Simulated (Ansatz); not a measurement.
Cell and atoms of amorphous In6Ga12Zn6O33:

```xyz
57
Lattice="8.8190 -0.0082 -0.1287 -0.0082 9.5593 0.2375 -0.1287 0.2375 8.7268" Properties=species:S:1:pos:R:3 pbc="T T T"
In     4.9592     3.5304     1.9280
In     2.4364     7.2365     0.5266
In     0.0859     5.7784     3.3225
In     3.6069     7.2494     3.6634
In     0.0311     5.6023     6.7551
In     1.5050     8.6895     6.2584
Ga     0.9203     1.3813     8.6333
Ga     7.1906     3.1849     7.8785
Ga     6.1064     5.9315     0.0625
Ga     1.7365     2.9437     2.2499
Ga     2.7418     4.4506     8.1982
Ga     4.8730     0.2641     1.1531
Ga     2.7772     4.3310     4.7008
Ga     5.9171     4.5791     5.0443
Ga     4.2414     2.2014     6.8122
Ga     7.5509     9.0903     8.5841
Ga     6.5267     7.7669     2.5841
Ga     0.5618     2.1917     5.6185
Zn     7.1190     7.7052     5.2414
Zn     4.6552     8.9141     7.1780
Zn     0.8626     8.9099     2.7737
Zn     3.3270     1.0327     3.9812
Zn     6.3157     1.6406     4.8707
Zn     7.8087     2.3241     2.4691
O      0.1617     3.9258     2.4609
O      1.5901     1.0890     6.7977
O      4.6300     0.8744     5.4950
O      4.1320     8.0803     1.6709
O      1.3989     5.5438     5.0319
O      7.3735     5.6865     4.9666
O      0.7329     8.7048     0.5048
O      5.5486     8.1087     4.1551
O      8.5183     7.8138     6.5516
O      6.5968     2.6453     0.8939
O      0.7930     1.2509     1.8973
O      4.2246     1.4939     2.3368
O      3.1554     3.6610     6.5513
O      5.8914     3.1309     6.4190
O      1.8160     6.9049     2.5026
O      8.1113     1.3891     4.3564
O      4.4698     4.9154     0.2676
O      4.3917     0.9594     8.1393
O      6.1828     7.9091     7.9294
O      7.1489     5.1207     7.8668
O      1.9785     2.5308     4.3635
O      4.3028     5.5116     4.7861
O      1.4801     5.7602     8.3178
O      3.1042     4.1634     2.7550
O      2.3203     8.9036     4.3330
O     -0.0423     3.4648     6.8247
O      7.8960     1.3032     7.8144
O      6.0719     3.3005     3.6980
O      6.6227     6.0853     1.8420
O      8.2431     7.8008     3.4169
O      6.6918     9.2677     1.4926
O      2.2135     2.6933     0.3699
O      3.0729     7.8622     7.3143
```

The numbers are results of PBE, scalar-relativistic without spin-orbit coupling (plane waves to 420 eV, PAW; Ansatz, an electronic-structure program), not measurements.

Preparation: random packing, a CHGNet melt and quench, and a DFT relaxation. O atoms were pushed apart under 1.9 Å during the dynamics, to hinder bonds among them. The hot cell started wider than the set density and was brought back towards it in steps. It is the lowest in DFT energy of 2 quenches. It is a model cell: composition and starting density were chosen by hand, and all elements were melted together. No dispersion term was used. Its density started from a set value of 5.78 and ended at 5.53 g/cm³. The simulated quench (nominally 84 K/ps over its main leg) is rapid and tends to freeze in more defects than a deposited or slowly cooled glass has. A cell of this size samples the disorder only roughly. Volume and shape were free in the relaxation.

Neighbours within In-In 3.12 Å, In-Ga 2.90 Å, In-Zn 2.90 Å, In-O 2.50 Å, Ga-Ga 2.68 Å, Ga-Zn 2.68 Å, Ga-O 2.30 Å, Zn-Zn 2.68 Å, Zn-O 2.50 Å, O-O 1.58 Å count as bonded. Two cations that share two anions don't count as bonded, nor two that share one unless they lie closer than In-In 3.04 Å, In-Ga 2.82 Å, In-Zn 2.82 Å, Ga-Ga 2.61 Å, Ga-Zn 2.61 Å, Zn-Zn 2.61 Å.

### Question
Give the coordination numbers, mean bond lengths and angles.

### Answer

```yaml
Mean coordination of In by anions: 5.00 (1 with 4, 4 with 5, 1 with 6)
Mean coordination of Ga by anions: 4.33 (8 with 4, 4 with 5)
Mean coordination of Zn by anions: 4.33 (4 with 4, 2 with 5)
Mean coordination of O: 3.27 (1 with 2, 22 with 3, 10 with 4)
Mean Ga-O bond: 1.920 Å (spread 0.068 Å, 52 counted)
Mean In-O bond: 2.163 Å (spread 0.065 Å, 30 counted)
Mean Zn-O bond: 2.054 Å (spread 0.120 Å, 26 counted)
Bond angle at In: mean 106.0°, spread 27.5°
Bond angle at Ga: mean 107.9°, spread 19.7°
Bond angle at Zn: mean 106.4°, spread 22.9°
Bond angle at O: mean 112.1°, spread 14.6°
```

### Question
List the pairs of like atoms that count as bonded by the rules above.

### Answer
There are none by these rules.
